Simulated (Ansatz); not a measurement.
# Pt₃Ga (within 0.1 Å of I4/mcm, No. 140, 8 atoms in the cell; start mp-862621)

Method: PBEsol in Ansatz (PAW).

Numerical settings: plane-wave cutoff 520 eV, 12×12×12 k mesh, Fermi–Dirac smearing 0.05 eV, scalar-relativistic PAW data made under PBE.

Cell (relaxed at this level):

Space group I4/mcm (No. 140); a = b = 5.4701 Å, c = 7.8863 Å, α = β = γ = 90.00°

```json
[
 {"atom": "Ga", "site": "4b", "symmetry": "-42m", "x": "0.0000", "y": "0.5000", "z": "0.2500"},
 {"atom": "Pt", "site": "8h", "symmetry": "m.2m", "x": "0.2111", "y": "0.2889", "z": "0.0000"},
 {"atom": "Pt", "site": "4a", "symmetry": "422", "x": "0.0000", "y": "0.0000", "z": "0.2500"}
]
```
(The calculation used a cell of 8 atoms; values per cell refer to that cell.)

```json
{
 "band_gap": "zero (no gap)",
 "bulk_modulus": "245 GPa"
}
```

Note: the bulk modulus is −V dP/dV from two relaxed cells at ±2 % in volume.

Spin–orbit coupling is not included.

Computed values are for the static lattice.

A start named mp-… is a Materials Project structure, which need not be a measured phase.

Ansatz is an electronic-structure program.
